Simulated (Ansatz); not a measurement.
```
La2O3
1.0
    3.91166     0.00000     0.00000
   -1.95583     3.38759     0.00000
    0.00000     0.00000     6.00621
La O
2 3
Direct
  0.33333   0.66667   0.24492
  0.66667   0.33333   0.75508
  0.00000   0.00000   0.00000
  0.33333   0.66667   0.64665
  0.66667   0.33333   0.35335
```

No spin polarisation.

Level of theory: PBEsol (Ansatz, an electronic-structure program, PAW, no SOC). k-mesh 10×10×6 (Γ-centred); smearing 0.05 eV (Fermi–Dirac).

### Question
Predict the electron mass, band gap, smallest direct gap and gap character.

### Answer
Electron mass: 1.3 mₑ (at K)
Band gap: 3.75 eV
Smallest direct gap: 3.86 eV
Gap character: indirect, L → K

Load acts through the strain it causes; cell and atoms are relaxed under it. Effective masses come from finite differences of ±0.01 Å⁻¹. Beyond what the load breaks, stability against distortions was not tested. The cell was made from La2O3 (space group P-3m1, No. 164) by this change: uniaxial stress, 0.5 GPa compression along z.
